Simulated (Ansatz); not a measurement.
## MgTe: stress against strain

MgTe (wurtzite, P6_3mc, 34.493 Å³/atom at rest, c along z) under an equal strain ε in the (0001) plane with the normal axis free, as in a coherent film. PBE in Ansatz, a plane-wave DFT program (PAW, default set), 420 eV, 8×8×5 Γ-centred mesh, Fermi-Dirac smearing 0.05 eV; ions are relaxed within the symmetry of each cell. Stress is positive for a compressed cell.

Here s stands for strain and y for stress xx.

```csv
strain (%),stress xx (GPa)
-3.00,?
-1.20,0.73
-0.60,0.36
0.00,-0.01
0.60,-0.36
1.20,-0.70
```

Question: Fit y against s with a straight line, and predict the withheld value at s = -3.00.

Answer: Means: s 0, y 0.004. About the means, the sum of products is -2.1480 and the sum of squares of s is 3.6000; the slope is their ratio. Least squares gives y = 0.004 - 0.5967·s. Residuals (row less fit): 0.010, -0.002, -0.014, -0.006, 0.012; standard error 0.013 (degrees of freedom: 3). The slope gives the biaxial elastic modulus of this plane = 60 ± 0.7 GPa. At the withheld row, y = 0.004 - 0.5967 × (-3.0) = 1.794 GPa. The calculation gives 1.91 GPa, 0.116 GPa above the prediction (4.4 % of the range of y in the table). The row lies outside the fitted rows, so this is an extrapolation. From the scatter of the fitted rows alone, a prediction at this place has a standard error of 0.024 GPa, so the miss is 4.8 times that.

One order more, fitted to all 11 runs of the series, follows each within 0.01, so the miss is the next term of a smooth law. Rows are the converged runs of the series near zero and its far end; series whose fitted rows scatter by over a few per cent of the range, as at a crossing or softening among them, aren't shown in this form. Most that stay on the fit to the last digits aren't either.
